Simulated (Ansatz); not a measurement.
Start from GaAs in the zinc blende structure (space group F-43m, No. 216; a = 5.666 Å).

The change: a hydrostatic pressure of 45 GPa.

Levels (all Ansatz, a first-principles code, PAW, earlier PAW set): r2SCAN (500 eV, spin-orbit coupling left out); HSE06 (420 eV, no SOC); HSE06+SOC (420 eV, with spin-orbit coupling).

At the geometry relaxed with r2SCAN, these levels gave the following band gaps, in shuffled order: (a) 1.17 eV, (b) 1.31 eV, (c) 1.03 eV.

Q: Match each gap to its level.

A: (a) HSE06+SOC; (b) HSE06; (c) r2SCAN.

Single points use the geometry relaxed with r2SCAN. HSE06 was sampled on its mesh, a few special points and the semilocal edge points, so its gap is an upper bound. Differences between runs with and without spin-orbit coupling are approximate. Load acts through the strain it causes; cell and atoms are relaxed under it. No phonon test of stability was made. Measured, GaAs leaves this structure (for a Cmcm phase) near 15 GPa (room temperature; as listed in arXiv:1906.07825).
